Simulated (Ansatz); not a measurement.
The parent structure is MoSi$_{2}$ (space group I4/mmm, No. 139; a = 3.174 Å, c = 7.779 Å; relaxed with 0.1 eV smearing). Axes: x, y, z lie along a, b, c of the conventional cell.

Computed with LDA in Ansatz (plane waves to 420 eV, PAW, no SOC).

For the base:

| Property | Result |
|---|---|
| Shortest interatomic distance | 2.564 Å |

Perturbation: biaxial strain −2.50 %, plane normal [001], relaxed out of plane (Cartesian); in-plane vectors clamped, the third vector and the atoms free.

What does the calculation give for the in-plane stress after the change?

The mean in-plane stress (compression positive) is +14.1 GPa.

What happens to the ratio −ε⊥/ε∥?

The ratio −ε⊥/ε∥ is 0.43.

What does the calculation give for the shortest interatomic distance after the change?

The shortest interatomic distance falls by 0.019 Å to 2.545 Å.

Stability against distortions was not tested. All final runs are without spin polarisation.

Ansatz is a quantum-chemistry and plane-wave program.
